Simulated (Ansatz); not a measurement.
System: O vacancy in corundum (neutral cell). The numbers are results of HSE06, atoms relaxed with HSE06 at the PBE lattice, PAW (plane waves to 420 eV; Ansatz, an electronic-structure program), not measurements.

Cell of 270 host sites held at the relaxed PBE lattice; the Γ point alone; Fermi-Dirac width 0.01 eV, spin-restricted; finite-size errors left in. Static, classical nuclei. The charge state is imposed; whether it is stable for some Fermi level was not computed. Forms of the defect that were not tried may lie lower.

A. a nearby O atom hops onto the vacant site; the atom moves 2.52 Å along (-0.60, -0.30, 0.00) of the unit cell; the moving atom starts with neighbours Al at 1.88, Al at 1.90, 2 Al at 1.98 Å and ends with Al at 1.88, Al at 1.90, 2 Al at 1.98 Å; saddle order not checked, on a symmetry element.
B. a nearby O atom hops onto the vacant site; the atom moves 2.75 Å along (-0.33, -0.36, -0.17) of the unit cell; the moving atom starts with neighbours 2 Al at 1.87, Al at 1.99, Al at 2.00 Å and ends with 2 Al at 1.87, Al at 1.99, Al at 2.00 Å; saddle order not checked.

A band can be held on a symmetry element, so unchecked saddle points there may be too high.

Problem. Rank these by forward barrier (lowest first), as HSE06, atoms relaxed with HSE06 at the PBE lattice, PAW gives it.

Solution. A (3.92 eV), B (4.59 eV)
